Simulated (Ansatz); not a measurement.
Base system: TlBr in the CsCl type structure (space group Pm-3m, No. 221; a = 3.915 Å).

Calculations: PBEsol, PAW, 420 eV (Ansatz, an electronic-structure program; without spin-orbit coupling), earlier PAW set.

One change was made to it. Results:

```csv
quantity,base,after
band gap,1.59 eV,1.80 eV
lattice parameter a,3.915 Å,3.769 Å
```

Name the change that was made.
(A) Tl → Lu
(B) Br → Cl
(C) Tl → Au

B, Br → Cl. For comparison, the band gap in the other runs: Tl → Lu gives zero; Tl → Au gives zero.

With Tl present, leaving out spin-orbit coupling can change the band edges. Whether these cells are dynamically stable was not tested. As relaxed here, LuBr and AuBr are hypothetical phases, not in the database extracts checked. No Hubbard U is applied, and correlation can decide whether such a compound is a metal. The final runs are not spin-polarised.
